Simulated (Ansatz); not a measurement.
Consider a periodic stack without vacuum, fcc Al (1 1 1) on rutile TiO2 (1 0 0) (film strained to the substrate, started from cuts of the bulks and a machine-learned relaxation; slabs Ti25O60 and Al40, which can lie off the formulas): substrate slab Ti25O60, film Al40, surface cells [[-2, 1], [-1, -2]] and [[-4, 2], [-1, -2]], film strained by -2.7 and -0.1 %, outermost planes O/O and Al/Al as cut, which need not be the usual terminations and can put a slab off its formula. Its start:

```yaml
crystal:
  lattice:
    - [9.74846, 0.00000, 0.01556]
    - [2.62151, 7.05879, -0.00116]
    - [-2.38681, -2.60564, 22.86086]
  atoms:
    - { symbol: Ti, position: [0.61938, 0.86691, 0.20010] }
    - { symbol: Ti, position: [0.81102, 0.48593, 0.20038] }
    - { symbol: Ti, position: [0.22254, 0.68484, 0.20475] }
    - { symbol: Ti, position: [0.42613, 0.27811, 0.20538] }
    - { symbol: Ti, position: [0.02054, 0.08826, 0.20445] }
    - { symbol: Ti, position: [0.48487, 0.53701, 0.09892] }
    - { symbol: Ti, position: [0.71069, 0.14693, 0.10114] }
    - { symbol: Ti, position: [0.11686, 0.34035, 0.10741] }
    - { symbol: Ti, position: [0.31338, 0.95385, 0.10306] }
    - { symbol: Ti, position: [0.90812, 0.74487, 0.10800] }
    - { symbol: O, position: [0.46972, 0.76622, 0.04541] }
    - { symbol: O, position: [0.66361, 0.38685, 0.04440] }
    - { symbol: O, position: [0.06029, 0.55832, 0.05223] }
    - { symbol: O, position: [0.27540, 0.16891, 0.05581] }
    - { symbol: O, position: [0.88549, 0.95708, 0.04992] }
    - { symbol: O, position: [0.35387, 0.48469, 0.02746] }
    - { symbol: O, position: [0.61839, 0.06182, 0.00877] }
    - { symbol: O, position: [0.00555, 0.24141, 0.01465] }
    - { symbol: O, position: [0.17355, 0.84653, 0.02370] }
    - { symbol: O, position: [0.78394, 0.65934, 0.02394] }
    - { symbol: O, position: [0.62458, 0.62181, 0.15468] }
    - { symbol: O, position: [0.83213, 0.22289, 0.15570] }
    - { symbol: O, position: [0.23443, 0.42946, 0.16007] }
    - { symbol: O, position: [0.43492, 0.02650, 0.15891] }
    - { symbol: O, position: [0.03280, 0.82347, 0.15956] }
    - { symbol: O, position: [0.32029, 0.72077, 0.13316] }
    - { symbol: O, position: [0.52203, 0.30450, 0.12777] }
    - { symbol: O, position: [0.92204, 0.50806, 0.13131] }
    - { symbol: O, position: [0.12490, 0.10943, 0.13339] }
    - { symbol: O, position: [0.71983, 0.91698, 0.12915] }
    - { symbol: Ti, position: [0.65005, 0.96447, 0.40498] }
    - { symbol: Ti, position: [0.84581, 0.55931, 0.39973] }
    - { symbol: Ti, position: [0.25036, 0.75597, 0.40146] }
    - { symbol: Ti, position: [0.45061, 0.35454, 0.40305] }
    - { symbol: Ti, position: [0.05001, 0.15213, 0.40167] }
    - { symbol: Ti, position: [0.53839, 0.61809, 0.30297] }
    - { symbol: Ti, position: [0.73263, 0.21630, 0.30272] }
    - { symbol: Ti, position: [0.13378, 0.41858, 0.30226] }
    - { symbol: Ti, position: [0.33683, 0.01847, 0.30310] }
    - { symbol: Ti, position: [0.93375, 0.82008, 0.30157] }
    - { symbol: O, position: [0.51156, 0.84566, 0.26230] }
    - { symbol: O, position: [0.71220, 0.44506, 0.26280] }
    - { symbol: O, position: [0.11406, 0.64600, 0.26379] }
    - { symbol: O, position: [0.31327, 0.24712, 0.26341] }
    - { symbol: O, position: [0.91187, 0.04845, 0.26345] }
    - { symbol: O, position: [0.41180, 0.53573, 0.23732] }
    - { symbol: O, position: [0.61076, 0.13313, 0.23731] }
    - { symbol: O, position: [0.00634, 0.33984, 0.23736] }
    - { symbol: O, position: [0.20803, 0.94002, 0.23878] }
    - { symbol: O, position: [0.80985, 0.73699, 0.23583] }
    - { symbol: O, position: [0.66026, 0.70615, 0.36728] }
    - { symbol: O, position: [0.85804, 0.30215, 0.37003] }
    - { symbol: O, position: [0.25931, 0.50191, 0.36952] }
    - { symbol: O, position: [0.46161, 0.10123, 0.36830] }
    - { symbol: O, position: [0.06087, 0.89916, 0.36778] }
    - { symbol: O, position: [0.35721, 0.79339, 0.34267] }
    - { symbol: O, position: [0.55666, 0.39441, 0.34247] }
    - { symbol: O, position: [0.95743, 0.59277, 0.34196] }
    - { symbol: O, position: [0.15667, 0.19278, 0.34256] }
    - { symbol: O, position: [0.75922, 0.99081, 0.34256] }
    - { symbol: Ti, position: [0.54513, 0.70080, 0.50460] }
    - { symbol: Ti, position: [0.76818, 0.32202, 0.49636] }
    - { symbol: Ti, position: [0.16482, 0.48745, 0.49696] }
    - { symbol: Ti, position: [0.36375, 0.08432, 0.50282] }
    - { symbol: Ti, position: [0.96006, 0.88806, 0.50287] }
    - { symbol: O, position: [0.55000, 0.93206, 0.47618] }
    - { symbol: O, position: [0.74463, 0.55063, 0.47292] }
    - { symbol: O, position: [0.14793, 0.73169, 0.47880] }
    - { symbol: O, position: [0.35093, 0.32552, 0.47467] }
    - { symbol: O, position: [0.94621, 0.10983, 0.47388] }
    - { symbol: O, position: [0.43427, 0.61821, 0.44652] }
    - { symbol: O, position: [0.64384, 0.21472, 0.44687] }
    - { symbol: O, position: [0.03657, 0.41149, 0.44720] }
    - { symbol: O, position: [0.23546, 0.01811, 0.44848] }
    - { symbol: O, position: [0.83974, 0.81296, 0.44921] }
    - { symbol: O, position: [0.65299, 0.81354, 0.60788] }
    - { symbol: O, position: [0.89859, 0.33817, 0.56877] }
    - { symbol: O, position: [0.34944, 0.53463, 0.60825] }
    - { symbol: O, position: [0.51704, 0.18642, 0.58888] }
    - { symbol: O, position: [0.13161, 0.89722, 0.61850] }
    - { symbol: O, position: [0.39317, 0.88436, 0.55532] }
    - { symbol: O, position: [0.60018, 0.47491, 0.54591] }
    - { symbol: O, position: [0.01400, 0.64087, 0.56042] }
    - { symbol: O, position: [0.20994, 0.29514, 0.55886] }
    - { symbol: O, position: [0.84306, 0.00816, 0.58462] }
    - { symbol: Al, position: [0.33729, 0.30816, 0.62621] }
    - { symbol: Al, position: [0.46328, 0.88413, 0.63116] }
    - { symbol: Al, position: [0.12579, 0.12893, 0.66531] }
    - { symbol: Al, position: [0.28413, 0.74086, 0.66140] }
    - { symbol: Al, position: [0.82844, 0.26997, 0.62982] }
    - { symbol: Al, position: [0.97736, 0.81710, 0.62601] }
    - { symbol: Al, position: [0.04137, 0.42732, 0.59977] }
    - { symbol: Al, position: [0.68154, 0.04268, 0.63037] }
    - { symbol: Al, position: [0.76369, 0.66241, 0.66925] }
    - { symbol: Al, position: [0.54863, 0.42379, 0.61172] }
    - { symbol: Al, position: [0.43412, 0.74085, 0.75966] }
    - { symbol: Al, position: [0.52439, 0.33539, 0.75072] }
    - { symbol: Al, position: [0.22395, 0.53177, 0.75636] }
    - { symbol: Al, position: [0.32704, 0.13103, 0.74971] }
    - { symbol: Al, position: [0.92895, 0.73215, 0.76795] }
    - { symbol: Al, position: [0.01692, 0.34075, 0.76382] }
    - { symbol: Al, position: [0.11614, 0.92852, 0.75861] }
    - { symbol: Al, position: [0.72653, 0.52657, 0.76838] }
    - { symbol: Al, position: [0.82042, 0.13379, 0.76010] }
    - { symbol: Al, position: [0.63080, 0.93148, 0.75752] }
    - { symbol: Al, position: [0.50459, 0.17336, 0.84984] }
    - { symbol: Al, position: [0.61069, 0.77438, 0.86258] }
    - { symbol: Al, position: [0.29395, 0.97980, 0.85416] }
    - { symbol: Al, position: [0.40420, 0.58206, 0.85384] }
    - { symbol: Al, position: [0.00055, 0.17602, 0.86265] }
    - { symbol: Al, position: [0.10964, 0.77366, 0.86786] }
    - { symbol: Al, position: [0.20171, 0.37401, 0.85850] }
    - { symbol: Al, position: [0.80747, 0.97628, 0.86659] }
    - { symbol: Al, position: [0.90867, 0.57694, 0.87611] }
    - { symbol: Al, position: [0.69954, 0.37515, 0.86992] }
    - { symbol: Al, position: [0.62259, 0.59856, 0.00077] }
    - { symbol: Al, position: [0.66035, 0.24542, 0.97201] }
    - { symbol: Al, position: [0.38847, 0.41646, 0.94795] }
    - { symbol: Al, position: [0.47431, 0.03122, 0.94798] }
    - { symbol: Al, position: [0.16468, 0.60278, 0.99900] }
    - { symbol: Al, position: [0.19671, 0.16520, 0.98125] }
    - { symbol: Al, position: [0.33798, 0.80507, 0.97697] }
    - { symbol: Al, position: [0.94513, 0.47231, 0.98581] }
    - { symbol: Al, position: [0.99136, 0.00408, 0.99274] }
    - { symbol: Al, position: [0.78425, 0.86326, 0.98497] }
```

The start was prepared with a machine-learned potential, and the result is one local minimum, with the in-plane cell held and forces under 0.04 eV/Å; the film can end far from its bulk form.

Calculation: PBE (plane waves to 420 eV, PAW; Ansatz, a quantum-chemistry and plane-wave program). Spin–orbit coupling is left out; the runs are not spin-polarised; PBE gaps are too small against experiment. Its k-point mesh 3×4×1, Fermi–Dirac width 0.05 eV.

Q: Predict the relaxed interface.

A: 
* **interface area**: 68.8 Å²
* **period**: 23.20 Å
* **heights between the nearest atoms of the two slabs at the two interfaces**: -0.78 and -0.22 Å
* **Al–O contacts across the interfaces within 1.22 times the sum of covalent radii**: 44, mean 1.86 Å
* **Al–Ti contacts across the interfaces within 1.22 times the sum of covalent radii**: 13, mean 3.17 Å
